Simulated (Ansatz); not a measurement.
SiO₂ (P4₁2₁2, No. 92) was calculated with LDA (Ansatz, a first-principles code, PAW).

Settings: plane-wave cutoff 500 eV, 8×8×6 k mesh (along the axes of the cell as run), gaussian smearing 0.02 eV, scalar-relativistic PAW data made under PBE.

Computed at the level's own relaxed cell.

**Question.** Predict the equilibrium volume per atom, equilibrium lattice constant a, lattice parameter c and band gap.

**Answer.** 
- equilibrium volume per atom = 13.99 Å³/atom
- equilibrium lattice constant a = 4.944 Å
- lattice parameter c = 6.871 Å
- band gap = 5.55 eV (on the SCF k mesh)

Static lattice: no zero-point or thermal effects.
